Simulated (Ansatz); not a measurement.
Consider Cu$_{3}$N (space group Pm-3m, No. 221).

```yaml
crystal:
  lattice:
    - [3.76491, 0.00000, 0.00000]
    - [0.00000, 3.76491, 0.00000]
    - [0.00000, 0.00000, 3.76491]
  atoms:
    - { symbol: Cu, position: [0.50000, 0.00000, 0.00000] }
    - { symbol: Cu, position: [0.00000, 0.50000, 0.00000] }
    - { symbol: Cu, position: [0.00000, 0.00000, 0.50000] }
    - { symbol: N, position: [0.00000, 0.00000, 0.00000] }
```

Calculations: Kohn–Sham DFT with the PBEsol functional, run in Ansatz (a program for electronic structure) with PAW and 420 eV plane waves, scalar-relativistic without spin-orbit coupling.

For the base:

The pressure comes out as 0.0 GPa.

The change: the cell is scaled by 0.9760 in all directions; the atoms relax in the strained cell.

Estimate the effect on the pressure.

The pressure goes from zero to 11.6 GPa.

What happens to the energy relative to the base?

The energy goes up by 32 meV/atom.

Stability against distortions was not tested. The final runs are not spin-polarised. Gaps under 0.05 eV, about the width of the smearing, are given as zero.
